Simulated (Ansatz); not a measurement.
# Short convergence ladders for VH2 (Fm-3m, 3 atoms in the cell)

```yaml
crystal:
  lattice:
    - [0.00000, 2.10387, 2.10387]
    - [2.10387, 0.00000, 2.10387]
    - [2.10387, 2.10387, 0.00000]
  atoms:
    - { symbol: V, position: [0.00000, 0.00000, 0.00000] }
    - { symbol: H, position: [0.75000, 0.75000, 0.75000] }
    - { symbol: H, position: [0.25000, 0.25000, 0.25000] }
```

Base method: LDA (PW92), default PAW files made with PBE (plane waves; Ansatz, an electronic-structure program).

Base settings: basis.ecutwfc = 420 eV; kpoints.mp_grid.grid = 13 13 13; hamiltonian.xc = lda; hamiltonian.pseudopotentials = {kind: paw} (the program's default PAW files); scf.occupations.method = gaussian; scf.occupations.width = 0.1 eV.

Core times come from one kind of shared machine, to one figure; runs under 30 s give none.

**Zone-centre phonons against the cutoff**

In this ladder: phonons.method = dfpt.

The mesh stays at the base's, so the ladder's end is converged at best in this setting alone.

Frequencies are those of the unrelaxed cell, without the LO-TO term of polar crystals.

Only quantities that move along the ladder and can be compared are tabulated.

```tsv
basis.ecutwfc	highest zone-centre frequency (cm⁻¹)	lowest optical frequency (cm⁻¹)
210 eV	1440.3	1281.1
250 eV	1342.5	1160.3
295 eV	1306.9	1123.0
355 eV	1319.9	1143.6
420 eV	1324.4	1147.4
505 eV	1325.3	1147.5
630 eV	1325.1	1147.5
```

Coarsest basis.ecutwfc that holds the lowest optical frequency within 2 cm⁻¹ of the last step, with all finer ones: 420 eV; the step before is off by 3.8 cm⁻¹.

Coarsest basis.ecutwfc that holds the highest zone-centre frequency within 2 cm⁻¹ of the last step, with all finer ones: 420 eV; the step before is off by 5.2 cm⁻¹.

**The q mesh of the phonons**

In this ladder: kpoints.mp_grid.grid = 12 12 12; phonons.method = dfpt.

Only quantities that move along the ladder and can be compared are tabulated.

Thermal sums run over frequencies interpolated from this q mesh.

```csv
phonons.qmesh,zero-point energy (meV/atom),vibrational free energy at 300 K (meV/atom),core time / last (rough)
1 1 1,164.45,150.82,–
2 2 2,171.68,159.17,0.06
3 3 3,172.34,159.49,0.1
4 4 4,172.28,159.63,0.3
6 6 6,172.30,159.62,1
```

Coarsest phonons.qmesh that holds the zero-point energy within 0.5 meV/atom of the last step, with all finer ones: 3 3 3, at about 0.1 of the last step's time; the step before is off by 0.62 meV/atom.

Coarsest phonons.qmesh that holds the vibrational free energy at 300 K within 0.5 meV/atom of the last step, with all finer ones: 2 2 2, at about 0.06 of the last step's time; the step before is off by 8.8 meV/atom.

On the base run: the starting cell comes from a database of computed structures (which also holds hypothetical and non-ambient phases and stackings), without a prior relaxation at this level. Its lattice was rescaled by up to half a per cent. Spin polarisation is off. In the base run, with a pressure of about -10 GPa the cell is away from its equilibrium volume at this level.

Keys are those of Ansatz 0.2.
